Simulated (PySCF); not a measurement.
PySCF 2.14.0, unrestricted B3LYP/def2-svp, df: Co(SH)(fmdH) ([SH][Co]1[NH]C=[NH]->1), charge 0, multiplicity 4, 9 atoms. The geometry is a generated start, not checked to be a minimum at this level.

| Item | Value |
|---|---|
| task | energy |
| method | b3lyp |
| basis | def2-svp |
| two-electron scheme | density fitting |
| mol.max_memory | 16000 MB |
| mf.max_cycle | 100 |
| mf.init_guess | minao (default) |
| mf.DIIS | CDIIS (default) |
| mf.diis_space | 8 (default) |
| mf.conv_tol | 1e-09 (default) |
| mf.grids.level | 3 (default) |
| basis functions | 111 |
| grid points | 120944 |

Hardware: Arm Neoverse V2, 96 cores on 1 socket, no SMT, 1 L3 cache group.

Times are wall-clock medians of two to five runs, from launch to exit, with nothing else on the machine. Unless noted, each process is bound to its own block of adjacent cores. The build: PyPI wheel: OpenMP (GNU), a bundled serial OpenBLAS 0.3.3 under its C layer, NumPy's threaded OpenBLAS held to generic ARMv8 kernels, libcint, Libxc; another build can shift the numbers. Scratch files lie in a memory file system.

Started as
```bash
OMP_NUM_THREADS=16 OPENBLAS_NUM_THREADS=1 python -u run.py
```
(16 threads, 1 BLAS thread, mf.init_guess = minao (default)) it takes 12 s and 62 Fock builds (products with the orbital Hessian counted alike).

Task: How long does it take after this change: mf.init_guess = 1e?

Result: About 10 s (3 runs within 1 %): 1.1× as fast. The largest move is in exchange-correlation on the grid (vxc): 9.3 s to 8.3 s. Fock builds (products with the orbital Hessian counted alike) go from 62 to 55; SCF cycles go from 60 to 53. Change in the result: energy under 0.001 meV/atom, <S²> under 0.001.
